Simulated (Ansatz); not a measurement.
Start from MoS₂ in the 2H-MoS2 type structure (space group P6_3/mmc, No. 194; a = 3.173 Å, c = 12.437 Å; layered, stacked along the Cartesian z axis).

The values are results of r2SCAN+rVV10 (Ansatz, a first-principles code), spin-orbit coupling left out, not measurements.

For the base:

- Pressure: 0.0 kbar

Modification: an isotropic linear strain of +0.52 %, atoms relaxed at fixed cell.

### Question
Estimate the effect on the energy relative to the base.

### Answer
The energy grows by 1.0 meV/atom.

### Question
Predict the new pressure.

### Answer
The pressure (mean of the normal stresses, compression positive) goes from zero to -11.3 kbar.

### Question
What does the calculation give for the largest internal atomic displacement after the change?

### Answer
The largest internal atomic displacement comes out as 0.013 Å.

Stability against distortions was not tested.
